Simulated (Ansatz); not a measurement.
# Effect of tensor shear ε_xy = +2.00 % on K

Start from K in the bcc (W type) structure (space group Im-3m, No. 229; a = 5.215 Å; relaxed with 0.1 eV smearing). Axes: x, y, z lie along the cube axes.

Modification: a pure shear with ε_xy = ε_yx = 0.0200; the atoms relax in the strained cell.

Calculations: PBEsol, PAW, 420 eV (Ansatz, a program for electronic structure; no spin-orbit coupling). Γ-centred 18×18×18 mesh, Fermi–Dirac width 0.1 eV.

The volume per atom decreases by 0.03 Å³ to 70.87 Å³ and the energy goes up by 1.0 meV/atom. The pressure (mean of the normal stresses, compression positive) remains 0.0 GPa and the band gap is still zero. The stress (xx, yy, zz, yz, xz, xy; compression positive) is (0.0, 0.0, 0.0, 0.0, 0.0, -0.1) GPa.

Stability against distortions was not tested.
